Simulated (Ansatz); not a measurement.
# One P atom on a Si site, 3x3x3 cubic cells, neutral, without spin

Cell 16.41 × 16.41 × 16.41 Å, Si215P, 216 atoms. 

The numbers are results of PBE, support functions at accuracy medium on the grid of 420 eV (PAW; Ansatz, an electronic-structure program), not measurements.

Basis: localised support functions (accuracy medium) on a full density matrix. k-points: zone centre alone; occupations: Fermi-Dirac, 0.0050 eV; spin polarisation not allowed. Scalar-relativistic, no spin-orbit coupling.

```json
{
 "electronic_character_of_the_cell": "no gap resolved at this smearing",
 "coordination (neighbours within 2.840 Å)": "100.0 % 4-fold",
 "P-Si bonds, mean ± spread": "2.371 ± 0.000 Å",
 "Si-Si bonds, mean ± spread": "2.369 ± 0.003 Å",
 "bond angles, mean ± spread": "109.5° ± 0.2°",
 "pressure": "0.01 GPa",
 "cost_of_the_final_run": "very roughly 9 core-minutes, 16 SCF iterations, 5 GiB"
}
```
